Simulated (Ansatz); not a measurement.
An input for Ansatz (LDA) and the part of its output that reports the quasi-harmonic study. Lengths are of the primitive cell. Another polymorph of this substance is known too; which is more stable was not tested here. Dynamical quadrupoles are not included in the interpolation of the phonons between the solved wave vectors.

Ansatz 0.2 input:
```yaml
crystal:
  lattice:
    - [3.1518089434, 0.0, 0.0]
    - [-1.5759044717, 2.7295466129, 0.0]
    - [0.0, 0.0, 5.1385127155]
  atoms:
    - { symbol: Ga, position: [0.6666666667, 0.3333333333, 0.0008269928] }
    - { symbol: Ga, position: [0.3333333333, 0.6666666667, 0.5008269928] }
    - { symbol: N, position: [0.6666666667, 0.3333333333, 0.6243730072] }
    - { symbol: N, position: [0.3333333333, 0.6666666667, 0.1243730072] }
kpoints:
  mp_grid: { grid: [12, 12, 6] }
hamiltonian:
  xc: lda
  pseudopotentials: { kind: paw }
scf:
  occupations: { method: fixed }
phonons:
  method: dfpt
  qmesh: [6, 6, 3]
  temperatures: { t_max: 1000, t_step: 25 }
  thermal_expansion: {}
checkpoint:
  write: run
```

```
--- Thermal expansion: 16 cells in 3 rounds, 0 GPa ---
  no lower state was reached at cell 6
  without vibrations: a 3.15169, b 3.15169, c 5.13829 Å, V 44.2013 Å³, B 202.84 GPa
  at 0 K: a 3.15917, b 3.15917, c 5.14951 Å, V 44.5085 Å³, B 198.84 GPa
  zero-point expansion: a +0.237, b +0.237, c +0.219, V +0.695 %
      T/K        a/Å        b/Å        c/Å       V/Å³ | expansion of a, b, c, V (1e-6/K)   | that of V in the mean from 25 °C | C_P, C_V (J/mol K of the cell) | B_T, B_S (GPa)
     0.00    3.15917    3.15917    5.14951    44.5085 |    0.00    0.00    0.00    0.00 |    4.76 |     0.000     0.000 |   198.84   198.84
   100.00    3.15924    3.15924    5.14959    44.5111 |    0.73    0.73    0.59    2.05 |    6.87 |    25.686    25.684 |   198.65   198.67
   200.00    3.15973    3.15973    5.15029    44.5310 |    2.44    2.44    2.18    7.05 |    9.31 |    52.468    52.415 |   197.73   197.93
   298.15    3.16073    3.16073    5.15175    44.5718 |    3.89    3.89    3.52   11.30 |       - |    70.203    70.003 |   196.31   196.88
   375.00    3.16177    3.16177    5.15329    44.6145 |    4.65    4.65    4.22   13.51 |   12.48 |    78.882    78.523 |   195.04   195.93
   475.00    3.16335    3.16335    5.15563    44.6793 |    5.29    5.29    4.81   15.40 |   13.65 |    85.959    85.373 |   193.27   194.60
   575.00    3.16509    3.16509    5.15822    44.7511 |    5.71    5.71    5.21   16.64 |   14.54 |    90.323    89.502 |   191.45   193.20
   675.00    3.16695    3.16695    5.16099    44.8277 |    6.01    6.01    5.49   17.51 |   15.24 |    93.192    92.132 |   189.59   191.77
   775.00    3.16890    3.16890    5.16388    44.9078 |    6.24    6.24    5.70   18.18 |   15.81 |    95.193    93.893 |   187.70   190.30
   875.00    3.17090    3.17090    5.16687    44.9908 |    6.43    6.43    5.87   18.73 |   16.30 |    96.667    95.122 |   185.80   188.82
   975.00    3.17297    3.17297    5.16994    45.0762 |    6.58    6.58    6.02   19.19 |   16.72 |    97.803    96.011 |   183.88   187.31
  1000.00    3.17349    3.17349    5.17072    45.0979 |    6.62    6.62    6.06   19.30 |   16.82 |    98.050    96.195 |   183.40   186.94
  stiffness (GPa) against the strains that keep the symmetry, 3 along the crystal's axis
    without vibrations: C11 + C12 506.37, C13 100.67, C33 410.16
  the static fit leaves 0.001 meV an atom of the energies and, of the stresses, 0.000 GPa of each cell's largest along a strain (root mean squares over the cells), whose Pulay part it has at -0.054 GPa
  vibrations' free energy: its fit passes through its cells
  the electrons' free energy at temperature is not in it: every band gap is over 1.03 eV
  free energies summed between the sampled wave vectors
  estimated error of the fitted expansion in any direction: up to 0.174e-6/K, at 1000 K (an estimate, not a bound: it was exceeded on models of known expansion)
  by sums over the sampled wave vectors an expansion of the volume parts by up to 0.04e-6/K
  by a static energy of one degree less an expansion of the volume parts by up to 0.01e-6/K
  band gaps on the cells' k-points are 1.858 to 2.333 eV
```

Warnings of the run: completed_step_reentered, occupations_restored, phonon_interpolation_lacks_quadrupole_term, relax_continuation, seed_accepted, thermal_expansion_settings, resumed_after_interruption.

No phase change or melting is allowed for: the numbers belong to this structure as given.

The PAW data sets were generated under PBE and serve the other functionals too.

Ansatz is an electronic-structure program.
